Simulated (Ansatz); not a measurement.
The structure below was relaxed with Kohn–Sham DFT with the r2SCAN functional, run in Ansatz (a quantum-chemistry and plane-wave program) with PAW and 500 eV plane waves, spin-orbit coupling left out.

```
CELL_PARAMETERS angstrom
      2.65402    -4.24629     0.00000
      2.65402     4.24629     0.00000
      0.00000     0.00000     4.53662
ATOMIC_POSITIONS crystal
  Zn 0.00000 0.50000 0.67325
  Zn 0.50000 0.00000 0.67325
  Cu 0.75042 0.24958 0.16946
  Cu 0.24958 0.75042 0.16946
  Zn 0.50000 0.50000 0.83870
  Cu 0.00000 0.00000 0.82758
  Zn 0.24519 0.24519 0.32415
  Zn 0.75481 0.75481 0.32415
```

Question: Find the space group and the Wyckoff positions.

Answer: Space group Cmm2 (No. 35); a = 5.3080 Å, b = 8.4926 Å, c = 4.5366 Å, α = β = γ = 90.00°

```csv
atom,site,symmetry,x,y,z
Zn,4c,..2,0.2500,0.2500,0.3267
Cu,4e,m..,0.0000,0.2496,0.8305
Zn,2b,mm2,0.0000,0.5000,0.1613
Cu,2a,mm2,0.0000,0.0000,0.1724
Zn,4d,.m.,0.2452,0.0000,0.6759
```

Question: Describe the coordination.

Answer: The crystal has 16 atoms in its conventional cell. Lattice parameters: a = 5.308 Å, b = 8.493 Å, c = 4.537 Å, α = β = γ = 90.00°. Zn1 is surrounded by 6 Cu at 2.600–2.643 Å and 6 Zn at 2.614–2.654 Å (anticuboctahedral). Cu1 sees 9 Zn at 2.584–2.643 Å and 3 Cu at 2.626–2.654 Å (anticuboctahedral). Zn2 has 8 Zn at 2.584–2.698 Å and 4 Cu at 2.603–2.654 Å (anticuboctahedral). Cu2 is surrounded by 10 Zn at 2.600–2.654 Å and 2 Cu at 2.626 Å (anticuboctahedral). Zn3 sees 6 Cu at 2.584–2.629 Å and 6 Zn at 2.584–2.705 Å (anticuboctahedral). (Neighbours: up to the widest gap in distance over summed covalent radii, below 1.35, at either atom.)

Each cell is one ordered arrangement of few atoms, which overstates ordering effects compared with a random alloy. Whether these cells are dynamically stable was not tested. The final runs are not spin-polarised. The cell was made from Zn by this change: x(Cu) = 0.375, 8 atoms, Cmm2.
